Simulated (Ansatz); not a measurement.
ZnSe: pressure series

Consider ZnSe in the zinc blende structure (space group F-43m, No. 216).

```yaml
crystal:
  lattice:
    - [0.00000, 2.83273, 2.83273]
    - [2.83273, 0.00000, 2.83273]
    - [2.83273, 2.83273, 0.00000]
  atoms:
    - { symbol: Se, position: [0.75000, 0.75000, 0.75000] }
    - { symbol: Zn, position: [0.00000, 0.00000, 0.00000] }
```

Cell and atoms are relaxed at each pressure.

Calculations: DFT with r2SCAN, PAW potentials and a 500 eV plane-wave cutoff in Ansatz (a program for electronic structure), no spin-orbit coupling.

Candidates:
(a) pressure 5 GPa
(b) pressure 7.5 GPa
(c) pressure −1 GPa

Before the change:

```
Quantity    Value
--------  -------
Band gap  1.87 eV
```

Order them by band gap, highest first.

(b) pressure 7.5 GPa (2.28 eV), (a) pressure 5 GPa (2.16 eV), (c) pressure −1 GPa (1.80 eV)

Load acts through the strain it causes; cell and atoms are relaxed under it. Whether these cells are dynamically stable was not tested. Tetrahedral semiconductors of this kind turn to denser phases somewhere between about 1 and 50 GPa; those were not computed, so compressed cells here can lie past the real transition.
